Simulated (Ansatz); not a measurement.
# Effect of pressure 22.5 GPa on LiNbO3

Start from LiNbO3 (space group R3c, No. 161; a = 5.1368 Å, c = 13.8871 Å (hexagonal axes)).

One thing is altered: cell and atoms relaxed at a pressure of 22.5 GPa.

Method: Kohn–Sham DFT with the r2SCAN functional, run in Ansatz (a program for electronic structure) with PAW and 500 eV plane waves, no spin-orbit coupling, earlier PAW set. Settings: 8×8×8 k-points, 0.05 eV Fermi–Dirac smearing.

```yaml
volume_per_atom: 9.19 Å³ (base 10.58 Å³)
c/a ratio: 2.722 (base 2.703)
shortest_interatomic_distance: 1.859 Å (base 1.878 Å)
band_gap: "4.14 eV (an upper bound: an edge found on the path is not a true extremum; the base alone) (base 4.01 eV)"
```

Cost of the whole job for the changed cell (relaxation, final SCF and bands): very roughly 6 core-minutes.

Load acts through the strain it causes; cell and atoms are relaxed under it. No phonon test of stability was made. Competing high-pressure phases were not computed.
